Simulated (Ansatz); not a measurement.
**Competing hops of interstitial Cu in amorphous Si20P2O45 (a melt-quenched model of 67 atoms), charge state +1**

Consider interstitial Cu in amorphous Si20P2O45 (a melt-quenched model of 67 atoms), charge state +1. Computed with PBE, PAW (plane waves to 420 eV; Ansatz, a program for electronic structure).

Cell of 67 host sites held at the glass model's own volume; the Γ point alone; Fermi-Dirac width 0.01 eV, spin-restricted; finite-size errors left in. No zero-point or tunnelling terms. This is one neighbourhood of one small, fast-quenched model, and the added charge may sit on a native defect of the glass. The charge state is imposed; whether it is stable for some Fermi level was not computed. Sites that were not tried may lie lower.

Barriers: single points on a 2×2×2 k-point mesh shifted by half a step at the bands' geometries.

```tsv
Route	Start site over the lowest site run (eV)	Hop (Å)	Forward barrier (eV)	Backward barrier (eV)	Neighbours at the start	Neighbours at the saddle	Saddle order	Forward, on the band's own sampling (eV)
a concerted move, in which Cu travels most	0.00	1.69	0.57	0.20	O at 1.82, O at 1.88 Å	O at 1.89, O at 2.18, O at 2.29 Å	not checked	0.57
```

Paths come from climbing-image nudged elastic band runs.  

The whole set of runs took about 0.4 core-hours (a rough figure).
